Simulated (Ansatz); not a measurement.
Ti₂B (model structure, started from the Ca2N type, R-3m, No. 166, 3 atoms in the cell): lattice parameter c by level of theory

No measured value is used here.

```
level (code)         value (Å)
-------------------  ---------
LDA (Ansatz)            14.025
PBE (Ansatz)            14.454
PBEsol (Ansatz)         14.251
PBE-D3(BJ) (Ansatz)     14.135
r²SCAN (Ansatz)         14.429
```

The crystal itself was run without spin with LDA, PBE, PBEsol, PBE-D3(BJ), r²SCAN; a magnetic state was not tried in these runs. LDA, PBE, PBEsol, PBE-D3(BJ), r²SCAN: the run has no spin polarisation, so it can have missed a magnetic state. Cutoffs differ between the levels. Ansatz's density-functional and Hartree–Fock values are scalar-relativistic unless marked +SOC, with PAW data made under PBE.

A model structure was made by putting elements into a prototype or built by hand; it is no filed structure, need not be a known phase, and can be a saddle point held by its symmetry.

Ansatz is a program for electronic structure.
